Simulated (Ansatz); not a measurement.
**TiAl, response to strain**

Take TiAl (space group P4/mmm, No. 123; a = 2.824 Å, c = 4.075 Å; relaxed with 0.1 eV smearing) as the base. Axes: x, y, z lie along a, b, c of the conventional cell.

Strains are applied to the cell and any free atomic positions relax.

Method: PBE (Ansatz, a quantum-chemistry and plane-wave program; PAW; 420 eV plane waves; scalar-relativistic without spin-orbit coupling).

Notes on the quantities. energy relative to the base: free energy F.

| uniaxial strain ε_zz (%) | energy relative to the base (meV/atom) |
|---|---|
| 0 | 0.0 |
| 0.5 | 0.2 |
| 1 | 0.8 |
| 1.5 | 1.9 |
| 2 | 3.4 |
| 2.5 | ? |
| 3 | 7.5 |

Q: Fit ΔE = Aε² + Bε³ (ε in %) to the rows shown and predict the withheld row.

A: Least squares on the printed values gives A = 0.859 and B = -0.0082 meV/atom (largest residual 0.1 meV/atom); this predicts 5.2 meV/atom, and the run gives 5.2 meV/atom, in agreement.

Whether these cells are dynamically stable was not tested. All final runs are without spin polarisation.
